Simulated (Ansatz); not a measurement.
Consider the following.

```
LiF
1.0
    2.78665     0.00000     0.00000
    1.39333     2.41331     0.00000
    1.39333    -0.80444     2.32914
Li F
1 1
Direct
  0.00000   0.00000   0.00000
  0.00000   0.50000   0.50000
```

No spin polarisation.

Method: PBEsol (Ansatz, a quantum-chemistry and plane-wave program, PAW, without spin-orbit coupling). Γ-centred 14×14×14 mesh, Fermi–Dirac width 0.05 eV.

Question: What band gap does the calculation give?

Answer: 9.25 eV.

Question: What is the computed mean in-plane stress (compression positive)?

Answer: +3.1 GPa.

The cells carry an imposed strain or load. Whether these cells are dynamically stable was not tested. The cell was made from LiF in the rock salt structure (space group Fm-3m, No. 225) by this change: biaxial strain −1.67 %, plane normal [111], relaxed out of plane.
